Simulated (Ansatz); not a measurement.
**CrGe2 (model structure, started from the AlB2 type, P6/mmm, No. 191, 3 atoms in the cell)**

The numbers are results of PBE in Ansatz (plane waves, PAW), not measurements.

Settings: plane-wave cutoff 500 eV, 12×12×8 k mesh (along the axes of the cell as run), Fermi–Dirac smearing 0.05 eV, spin-polarised with parallel moments, scalar-relativistic PAW data made under PBE.

Cell (relaxed at this level):

```cif
data_CrGe2
_chemical_formula_sum 'Cr1 Ge2'
_space_group_name_H-M_alt 'P 1'
_space_group_IT_number 1
_cell_length_a 4.58595
_cell_length_b 4.58595
_cell_length_c 2.84479
_cell_angle_alpha 90.000
_cell_angle_beta 90.000
_cell_angle_gamma 120.000
loop_
_space_group_symop_operation_xyz
  'x, y, z'
loop_
_atom_site_label
_atom_site_type_symbol
_atom_site_fract_x
_atom_site_fract_y
_atom_site_fract_z
_atom_site_occupancy
Cr1 Cr 0.00000 0.00000 0.00000 1
Ge1 Ge 0.33333 0.66667 0.50000 1
Ge2 Ge 0.66667 0.33333 0.50000 1
```

* **band gap**: none

Note: the magnetic order was assumed, not searched for or taken from measurement; the relaxation could raise the start's symmetry but not lower it, so the cell can be a saddle point.

Spin–orbit coupling is not included.

It cost roughly 4 core-minutes of CPU time.

A model structure was made by putting elements into a prototype or built by hand; it is no filed structure, need not be a known phase, and can be a saddle point held by its symmetry.

Ansatz is a quantum-chemistry and plane-wave program.
